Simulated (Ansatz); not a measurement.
Take FeNi$_{3}$ in the Cu3Au type structure (space group Pm-3m, No. 221; a = 3.489 Å; ferromagnetic) as the base.

All numbers come from PBEsol in Ansatz (plane waves to 420 eV, PAW, without spin-orbit coupling).

Before the change:

* **Lattice parameter a**: 3.489 Å
* **Band gap**: zero

Perturbation: the non-magnetic state is imposed and the cell is relaxed again.

Task: What does the calculation give for the lattice parameter a after the change?

Result: The lattice parameter a drops by 0.043 Å to 3.446 Å.

Task: What does the calculation give for the energy relative to the base after the change?

Result: The energy increases by 0.23 eV/atom (to 0.01 eV only: unlike meshes or grids).

Task: What does the calculation give for the band gap after the change?

Result: The band gap is still zero.

The magnetic state is the one reached from the starting moments; the real material's order can differ, and small cells can't hold many antiferromagnetic ones. Whether these cells are dynamically stable was not tested. Spin-polarised in the final run: base; the other runs are not.

Ansatz is a quantum-chemistry and plane-wave program.
